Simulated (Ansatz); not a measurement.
# W_Si (4H silicon carbide host)

Calculation: PBE, PAW (plane waves to 420 eV; Ansatz, an electronic-structure program). Cell: 96 sites, 3×2×1; final energies on a 2×2×2 shifted mesh. Site at the start: the Si(k) site. Charged cells carry a point-charge image correction with potential alignment at far atoms. Dielectric constants: PBE linear response of the host. Host gap at this level: 2.23 eV. A cell of this size leaves errors of a few tenths of an eV. The semilocal functional narrows the gap, so deep levels can fall outside it. Spin–orbit coupling is left out, which matters for these heavy elements. Each state is the lowest found from its start.

Formation energies E_f are given with the Fermi level at the valence-band maximum. Chemical conditions: C-rich (Δμ(Si) = -0.41 eV, Δμ(W) = -0.29 eV, bounded by hexagonal WC; only phases computed here count, gases as isolated molecules at 0 K); Si-rich (Δμ(Si) = 0.00 eV, Δμ(W) = -1.02 eV, bounded by tetragonal WSi2; only phases computed here count, gases as isolated molecules at 0 K). Reference phases: Si: silicon, W: bcc W.

| charge | moment (μB) | largest move off a lattice site (Å) | image correction with alignment (eV) | E_f, C-rich (eV) | E_f, Si-rich (eV) | above the lowest spin state (eV) |
|---|---|---|---|---|---|---|
| +2 | not spin-polarised | 0.09 | 1.13 | 2.42 | 3.55 | 0.00 |
| +1 | 1.0 | 0.13 | 0.39 | 3.12 | 4.25 | 0.00 |
| 0 | 2.0 | 0.18 | 0.00 | 4.41 | 5.54 | 0.00 |
| 0† | not spin-polarised | 0.18 | 0.00 | 4.83 | 5.96 | 0.42 |
| −1† | 3.0 | 0.20 | -0.06 | – | – | 0.00 |
| −1† | 3.0 | 0.20 | -0.06 | – | – | 0.00 |

† Not settled in this cell, so no level is given: charge −1: carriers not clearly localised, level within 0.1 eV of a band edge or past it.

Starting moments that weren't kept: charge −1 began with 1 μB and ended with 3.0.

No other site or start that was run ended lower by more than 0.1 eV.

Transition levels above the valence-band maximum: ε(+2/+1) = 0.70 eV; ε(+1/0) = 1.29 eV. With a charge missing or unsettled, these needn't be thermodynamic levels.

Flagged in the runs: a host whose relaxation on this sampling wasn't shown to rest.
